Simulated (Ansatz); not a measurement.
Data:

```yaml
crystal:
  lattice:
    - [3.00213, 0.00000, 0.00000]
    - [1.50107, 2.59992, 0.00000]
    - [0.00000, 0.00000, 5.07478]
  atoms:
    - { symbol: Si, position: [0.33333, 0.33333, 0.00143] }
    - { symbol: Si, position: [0.66667, 0.66667, 0.50143] }
    - { symbol: C, position: [0.33333, 0.33333, 0.37357] }
    - { symbol: C, position: [0.66667, 0.66667, 0.87357] }
```

No spin polarisation.

The values are results of PBEsol (Ansatz, a quantum-chemistry and plane-wave program), no spin-orbit coupling, not measurements. Settings: 12×12×7 k-points, 0.05 eV Fermi–Dirac smearing.

Predict the band gap, valence-band top at Γ, pressure and smallest direct gap.

The band gap is 1.79 eV. The valence-band top at Γ (three highest levels, from the VBM) is 0.00, 0.00, -0.46 eV and the pressure (mean of the normal stresses, compression positive) is 10.60 GPa. The smallest direct gap is 4.16 eV.

The cells carry an imposed strain or load. No phonon test of stability was made. The cell was made from SiC in the wurtzite structure (space group P6_3mc, No. 186) by this change: biaxial strain −2.40 %, plane normal [001], relaxed out of plane.
